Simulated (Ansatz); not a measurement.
## A self-consistent single point of KCaF₃ (P4mm, 5 atoms in the cell) with Ansatz

Method: PBEsol, default PAW files made with PBE (plane waves; Ansatz, an electronic-structure program).

Input as run:

Ansatz 0.2 input:
```yaml
# KCaF3
crystal:
  lattice:
    - [4.468285, 0.000000, 0.000000]
    - [0.000000, 4.468285, 0.000000]
    - [0.000000, 0.000000, 4.468285]
  atoms:
    - { symbol: K, position: [0.500000, 0.500000, 0.511190] }
    - { symbol: Ca, position: [0.000000, 0.000000, 0.000000] }
    - { symbol: F, position: [0.000000, 0.500000, 0.000000] }
    - { symbol: F, position: [0.500000, 0.000000, 0.000000] }
    - { symbol: F, position: [0.000000, 0.000000, 0.500000] }
basis:
  ecutwfc: 420.0
kpoints:
  mp_grid:
    grid: [6, 6, 6]
hamiltonian:
  xc: pbesol
  pseudopotentials:
    kind: paw
scf:
  occupations:
    method: fixed
output:
  forces: true
  eigenvalues: true
  stress: true
```

Log, with long lists cut:

```
WARN ansatz: RAYON_NUM_THREADS=1 ignored (pool sized by the plan → 1); use --threads N
Pseudopotentials: kind: paw
Pseudopotential: K, paw, valence charge 9
Pseudopotential: Ca, paw, valence charge 10
Pseudopotential: F, paw, valence charge 7
Crystal: 5 atoms, lattice volume = 89.212 Å³
Basis set: ecut = 420 eV, 1743 PW (Γ), exchange–correlation on 60×60×60 points (8 copies of the dense FFT grid, shifted against one another)
Bands: 25, of which v1, the nominal top of the filled ones, is band 20 counted from 1 (19 counted from 0)
Symmetry: 8 space group operations
Space group: P4mm (ITA 99), of the structure as read, at distance tolerance 4.5e-5 Å
k-points: 40 of 216 (time reversal used)
PAW frozen core: K, regenerated for the run's functional, and the local potential with it
PAW frozen core: Ca, regenerated for the run's functional, and the local potential with it
PAW frozen core: F, regenerated for the run's functional, and the local potential with it
Initial density: superposition of atomic densities (neutral atoms: chi_scale 0, normalization atom), corrected by the library's trained network
Initial wavefunctions: pseudopotential atomic-orbital guess
Eigensolver: davidson
Functional: x = pbesol(κ = 0.804, μ = 0.12345679012345678), c = pbesol(β = 0.046)
SCF iter   1: F=—  HF=-5719.862639 eV  |F-HF|=—  |Δ(HF+E_count)|=         —  Δρ=1.12e-2  dr2=6.99e-2  ethr=1.77e-3  ⟨swp⟩=5.6  Hψ=4094  notcnv=0  defer=95
all-band conjugate gradients solve this SCF's bands
preconditioner: auto → Resta (q_TF=auto, 2.387 Å⁻¹)
SCF iter   2: F=—  HF=-5719.844547 eV  |F-HF|=—  |Δ(HF+E_count)|=   1.81e-2  Δρ=2.88e-3  dr2=3.37e-3  ethr=1.75e-4  ⟨swp⟩=2.2  Hψ=2127  notcnv=0  defer=104
SCF iter   3: F=—  HF=-5719.843718 eV  |F-HF|=—  |Δ(HF+E_count)|=   8.29e-4  Δρ=7.66e-4  dr2=3.18e-4  ethr=8.43e-6  ⟨swp⟩=2.2  Hψ=1568  notcnv=0  defer=116
SCF iter   4: F=—  HF=-5719.843753 eV  |F-HF|=—  |Δ(HF+E_count)|=   3.46e-5  Δρ=1.33e-4  dr2=1.03e-5  ethr=7.96e-7  ⟨swp⟩=2.0  Hψ=1844  notcnv=0  defer=116
SCF iter   5: F=—  HF=-5719.844896 eV  |F-HF|=—  |Δ(HF+E_count)|=   1.14e-3  Δρ=2.29e-5  dr2=2.52e-7  ethr=2.58e-8  ⟨swp⟩=2.0  Hψ=1715  notcnv=0  defer=61
SCF iter   6: F=—  HF=-5719.844896 eV  |F-HF|=—  |Δ(HF+E_count)|=   3.44e-7  Δρ=1.36e-5  dr2=1.02e-7  ethr=2.50e-10  ⟨swp⟩=11.1  Hψ=6109  notcnv=0
SCF iter   7: F=-5719.844896 eV  HF=-5719.844896 eV  |F-HF|=2.03e-8  |Δ(HF+E_count)|=   5.09e-9  Δρ=6.97e-6  dr2=2.61e-8  ethr=2.50e-10  ⟨swp⟩=4.2  Hψ=3108  notcnv=0
SCF 1 converged in 7 iterations: F = -5719.844896 eV  dr2 = 2.61e-8
SCF converged after 7 iterations
Free energy (F): -5719.844896 eV
Harris-Foulkes:  -5719.844896 eV  (|F-HF|=2.03e-8)
Internal energy: -5719.844896 eV  (E = F + TS)
E sigma→0 (E₀):  -5719.844896 eV
Fermi energy:    1.131471 eV
--- Per-component energies (eV) ---
  E_band       = -364.048049
  E_kinetic    = 1151.430839
  E_local      = -3230.946597  (includes V_loc(G=0)·N_el)
  E_nonlocal   = 299.073413
  E_hartree    = 1173.995000
  E_xc         = -506.925603
  E_vxc        = -640.375208  (∫ρ·V_xc dr)
  E_paw        = -2179.251507  (= ΣΔE_a)
  E_vpaw       = -291.226072  (= ΣTr[D̂ρ^β])
  E_aug_tail   = 0.006113  (compensation charges beyond the density's cutoff)
  E_ewald      = -2427.580561
  E_core_change = 0.354007  (= ΣΔE_core)
  E_smearing   = -0.000000  (= −TS)
  E_closure    = 0.000000  (closes the sum)
  Σ components = -5719.844896   (vs F -5719.844896, Δ=0.00e0)
--- Forces (eV/Å), atoms counted from 1 ---
  atom   1  K     -0.00000000     0.00000000    -0.00566150
  atom   2  Ca     0.00000000     0.00000000     0.04301803
  atom   3  F      0.00000000     0.00000000    -0.02760909
  atom   4  F      0.00000000     0.00000000    -0.02760909
  atom   5  F     -0.00000000     0.00000000     0.01786559
  max |Σ_I F_I| component: 3.93e-6 eV/Å
--- Stress (GPa, compression-positive) ---
       -1.969996       0.000000      -0.000000
        0.000000      -1.969996       0.000000
       -0.000000       0.000000      -1.971389
  P = ⅓ Tr σ = -1.9705 GPa (-19.705 kbar)
  The stress holds the Pulay correction. Without it, at fixed plane waves, as pw.x and ABINIT print it: P = -2.3910 GPa
--- Band table (eV; the first three rows and the last of 40) ---
  k-point 0: bands = ["-34.1225", "-25.3691", "-17.9523", "-17.8429", "-17.8419", "-15.3684", "-15.3684", "-15.3682", "-8.8905", "-8.8905", "-8.8903", "0.2451", "0.2451", "0.2452", "0.7434", "0.7439", "0.7439", "0.9591", "0.9591", "0.9597", [...]
  k-point 1: bands = ["-34.1212", "-25.3682", "-18.0339", "-17.9023", "-17.8423", "-15.3671", "-15.3671", "-15.1602", "-8.8956", "-8.8885", "-8.8885", "0.1418", "0.2586", "0.2586", "0.7003", "0.7003", "0.7115", "0.7262", "0.9355", "0.9355", [...]
  k-point 2: bands = ["-34.1186", "-25.3665", "-18.2539", "-17.9200", "-17.8410", "-15.3646", "-15.3646", "-14.7860", "-8.9061", "-8.8844", "-8.8844", "-0.1583", "0.3028", "0.3028", "0.3959", "0.5873", "0.5873", "0.6493", "0.9017", "0.9017", [...]
  k-point 39: bands = ["-34.1069", "-25.3594", "-18.3505", "-18.3505", "-18.3491", "-14.6068", "-14.6068", "-14.6065", "-8.9473", "-8.9471", "-8.9471", "-0.6149", "-0.1983", "-0.1974", "-0.1543", "-0.1534", "-0.1534", "1.1302", "1.1315", "1.1315", [...]
```

The run converged in 7 iterations.

The starting cell comes from a database of computed structures (which also holds hypothetical and non-ambient phases and stackings), without a prior relaxation at this level. Its lattice was rescaled by up to half a per cent. One atom was moved a little off its site on purpose. Ansatz's pressure includes its estimate of the finite-basis (Pulay) stress.
